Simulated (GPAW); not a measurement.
A self-consistent single point of CuPd3 (I4/mmm, 4 atoms in the cell) with GPAW.

Computed with PBEsol, GPAW PAW datasets PBEsol (made by gpaw-setup) (plane waves; GPAW).

The change in words: lattice scaled by 0.98. Reference geometry:
```yaml
crystal:
  lattice:
    - [-1.92514, 1.92514, 3.95287]
    - [1.92514, -1.92514, 3.95287]
    - [1.92514, 1.92514, -3.95287]
  atoms:
    - { symbol: Cu, position: [0.00000, 0.00000, 0.00000] }
    - { symbol: Pd, position: [0.75000, 0.25000, 0.50000] }
    - { symbol: Pd, position: [0.25000, 0.75000, 0.50000] }
    - { symbol: Pd, position: [0.50000, 0.50000, 0.00000] }
```

Reference input (self-consistent single point, DFT PBEsol, plane waves, GPAW PAW datasets PBEsol (made by gpaw-setup)): mode = pw; ecut = 800 eV; xc = PBEsol; kpts = 10 10 10; mesh shift (steps) = 0 0 0; occupations.name = fermi-dirac; occupations.width = 0.136 eV; nbands = -8; convergence.density = 1e-05 e/electron; convergence.energy = 1e-05 eV/electron; symmetry.symmorphic = false; symmetry.tolerance = 0.0005. This run's input differs from it in these lines:

```diff
@@ -5,9 +5,9 @@
 atoms = Atoms(['Cu', 'Pd', 'Pd', 'Pd'],
-              cell=[[-1.925135, 1.925135, 3.952867],
-                    [1.925135, -1.925135, 3.952867],
-                    [1.925135, 1.925135, -3.952867]],
+              cell=[[-1.886632, 1.886632, 3.873810],
+                    [1.886632, -1.886632, 3.873810],
+                    [1.886632, 1.886632, -3.873810]],
               positions=[[0.000000, 0.000000, 0.000000],
-                         [0.000000, 1.925135, 1.976433],
-                         [1.925135, 0.000000, 1.976433],
-                         [0.000000, 0.000000, 3.952867]],
+                         [0.000000, 1.886632, 1.936905],
+                         [1.886632, 0.000000, 1.936905],
+                         [0.000000, 0.000000, 3.873810]],
               pbc=True)
```

Log, with long lists cut:

```
     iter     time        total  log10-change:
                         energy   eigst   dens
iter:   1 --:--:--   -22.777533
iter:   2 --:--:--   -21.650588   -1.34  -1.20
iter:   3 --:--:--   -19.575541   -0.24  -1.24
iter:   4 --:--:--   -18.451026   -1.24  -1.77
iter:   5 --:--:--   -18.404070   -2.94  -1.79
   [... 4 lines left out ...]
iter:  10 --:--:--   -18.289090   -4.03  -3.10
iter:  11 --:--:--   -18.289375   -4.65  -3.26
iter:  12 --:--:--   -18.288712   -4.87  -3.46
iter:  13 --:--:--   -18.288703   -5.66  -3.84
iter:  14 --:--:--   -18.288666c  -6.13  -3.84
iter:  15 --:--:--   -18.288598c  -5.86  -3.87
iter:  16 --:--:--   -18.288641c  -6.48  -4.35
iter:  17 --:--:--   -18.288708c  -6.57  -4.50
iter:  18 --:--:--   -18.288738c  -7.02  -4.60
iter:  19 --:--:--   -18.288741c  -7.79c -4.65
iter:  20 --:--:--   -18.288715c  -7.42c -4.73
iter:  21 --:--:--   -18.288713c  -8.41c -5.35c
Converged after 21 iterations.

Dipole moment: (-0.000000, 0.000000, -0.000000) |e|*Ang

Energy contributions relative to reference atoms: (reference = -456466.281047)

Kinetic:        -21.438290
Potential:       +5.415475
External:        +0.000000
XC:              -1.762791
Entropy (-ST):   -0.260894
Local:           -0.372660
SIC:             +0.000000
--------------------------
Free energy:    -18.419160
Extrapolated:   -18.288713

Showing only first 2 kpts
 Kpt  Band  Eigenvalues  Occupancy
  0    27      9.17377    1.35480
  0    28      9.17377    1.35478
  0    29      9.80434    0.03989
  0    30     11.75985    0.00000

  1    27      8.80036    1.94066
  1    28      9.06618    1.64487
  1    29      9.54587    0.23962
  1    30     12.69463    0.00000

Fermi level: 9.27466

No gap
No difference between direct/indirect transitions
Energy (eV): -18.288713

Forces in eV/Ang:
  0 Cu   -0.00000    0.00000   -0.00000
  1 Pd   -0.00000   -0.00000    0.00000
  2 Pd    0.00000   -0.00000    0.00000
  3 Pd    0.00000    0.00000    0.00000

Stress tensor:
    -0.014185    -0.000000     0.000000
    -0.000000    -0.014185     0.000000
     0.000000     0.000000    -0.004836
Stress (GPa, Voigt): [-2.2726 -2.2726 -0.7748  0.      0.     -0.    ]
```

The run converged in 21 iterations. GPAW prints stress with tension positive. Against the reference run the free energy goes down by 19.1 meV/atom and the pressure goes from -8.61 to 1.77 GPa.

The starting cell comes from a database of computed structures (which also holds hypothetical and non-ambient phases and stackings), without a prior relaxation at this level. Its lattice was rescaled by a random factor within 2.5 % of one. For this run, on top of that: lattice scaled by 0.98. Spin polarisation is off.

Cost on one core of a shared machine: roughly 9 min.
